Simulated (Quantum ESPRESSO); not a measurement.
Checking a run of Quantum ESPRESSO on IrRu₃ (P6_3/mmc, 8 atoms in the cell). The aim is a self-consistent single point with DFT, LDA (PZ), plane waves, GBRV 1.5 ultrasoft (LDA) pseudopotentials.

Cell that was meant: a = 5.5271 Å, b = 5.5271 Å, c = 4.3894 Å, α = 90.00°, β = 90.00°, γ = 120.00°.

Part of the input:

```fortran
Ru    1.3746787996    0.7936711750    3.2920582500
Ir    0.0000000000    3.1910868866    3.2920582500
Ir    2.7635623095    1.5955434433    1.0973527500
K_POINTS {gamma}
```

Output (repeated stretches shortened):

```
     gamma-point specific algorithms are used
     G-vector sticks info
     --------------------
   [... lines left out ...]

     number of k points=     1  Fermi-Dirac smearing, width (Ry)=  0.0073
                       cart. coord. in units 2pi/alat
        k(    1) = (   0.0000000   0.0000000   0.0000000), wk =   2.0000000

     Dense  grid:    37845 G-vectors     FFT dimensions: (  60,  60,  48)

     Smooth grid:    13373 G-vectors     FFT dimensions: (  45,  45,  36)

     Initial potential from superposition of free atoms

     starting charge     118.9999, renormalised to     126.0000

     negative rho (up, down):  1.161E+00 0.000E+00
     Self-consistent Calculation

     iteration #  1     ecut=    40.00 Ry     beta= 0.40

     negative rho (up, down):  1.025E+00 0.000E+00

     total energy              =   -1527.28100589 Ry
     estimated scf accuracy    <      12.19485239 Ry

     iteration #  2     ecut=    40.00 Ry     beta= 0.40

     negative rho (up, down):  1.059E+00 0.000E+00

     total energy              =   -1528.22804363 Ry
     estimated scf accuracy    <      10.85597477 Ry

     iteration #  3     ecut=    40.00 Ry     beta= 0.40

     negative rho (up, down):  1.028E+00 0.000E+00

     total energy              =   -1529.70405308 Ry
     estimated scf accuracy    <       2.07233066 Ry

   [... 23 blocks of this kind left out ...]

     iteration # 27     ecut=    40.00 Ry     beta= 0.40

     negative rho (up, down):  1.027E+00 0.000E+00

     total energy              =   -1530.05783238 Ry
     estimated scf accuracy    <          1.6E-09 Ry

     iteration # 28     ecut=    40.00 Ry     beta= 0.40

     negative rho (up, down):  1.027E+00 0.000E+00
     End of self-consistent calculation

   [... 7 lines left out ...]

     the Fermi energy is    23.1553 ev

!    total energy              =   -1530.05783238 Ry
     estimated scf accuracy    <          1.7E-11 Ry
     smearing contrib. (-TS)   =      -0.06187721 Ry
     internal energy E=F+TS    =   -1529.99595517 Ry

     convergence has been achieved in  28 iterations

     negative rho (up, down):  1.027E+00 0.000E+00

     Forces acting on atoms (cartesian axes, Ry/au):

     atom    1 type  1   force =     0.00000000    0.01187526   -0.00000000
     atom    2 type  1   force =    -0.00000000   -0.01187526   -0.00000000
     atom    3 type  1   force =    -0.01028428    0.00593763   -0.00000000
   [... lines left out ...]
     Total force =     0.029088     Total SCF correction =     0.000008
   [... lines left out ...]

     negative rho (up, down):  1.027E+00 0.000E+00
          total   stress  (Ry/bohr**3)                   (kbar)     P=     -178.69
  -0.00155325  -0.00000000  -0.00000000         -228.49       -0.00       -0.00
  -0.00000000  -0.00155325   0.00000000           -0.00     -228.49        0.00
  -0.00000000   0.00000000  -0.00053772           -0.00        0.00      -79.10

   JOB DONE.
```

**Question.** Can these results be used? Check the input.

**Answer.** The run is not sound. The fault is a single k-point for a small metallic cell. One k-point cannot sample the Fermi surface of a small cell. To fix it, use a converged k-point mesh. The run converged in 28 iterations without an error; against the sound input the free energy rises by 546 meV/atom, the pressure goes from -27.45 to -17.87 GPa and the largest force goes from 0.042 to 0.305 eV/Å.

The sound input it was made from differs as follows (other fixes are possible):
```diff
-K_POINTS {gamma}
+K_POINTS {automatic}
+4 4 4  0 0 0
```

With that input, the run converged in 13 iterations: free energy E − TS -20821.8634 eV; Fermi level (on the code's own zero) 22.25 eV; pressure -27.45 GPa; largest force (vector length) 0.042 eV/Å (DFT, LDA (PZ), plane waves, GBRV 1.5 ultrasoft (LDA) pseudopotentials).

On the sound input: the starting cell comes from a database of computed structures (which also holds hypothetical and non-ambient phases and stackings), without a prior relaxation at this level. Its lattice was rescaled by a random factor within 2.5 % of one. Spin polarisation is off. With a pressure of about -27 GPa the cell is away from its equilibrium volume at this level. Without a gap this mesh is coarse (it stands for a supercell whose shortest vector is 18 Å).
